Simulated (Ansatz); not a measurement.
Start from HfN in the rock salt structure (space group Fm-3m, No. 225).

```
HfN
1.0
    0.00000     2.27401     2.27401
    2.27401     0.00000     2.27401
    2.27401     2.27401     0.00000
N Hf
1 1
Direct
  0.00000   0.00000   0.00000
  0.50000   0.50000   0.50000
```

The values are results of PBE (Ansatz, a first-principles code), without spin-orbit coupling, earlier PAW set, not measurements.

For the base:

The volume per atom is 11.76 Å³.

It is then changed as follows: a negative pressure, −2 GPa.

Task: What does the calculation give for the volume per atom after the change?

Result: The volume per atom increases by 0.09 Å³ (11.76 Å³ → 11.85 Å³).

Load acts through the strain it causes; cell and atoms are relaxed under it. No phonon test of stability was made. All final runs are without spin polarisation. An odd electron count without spin: HfN.
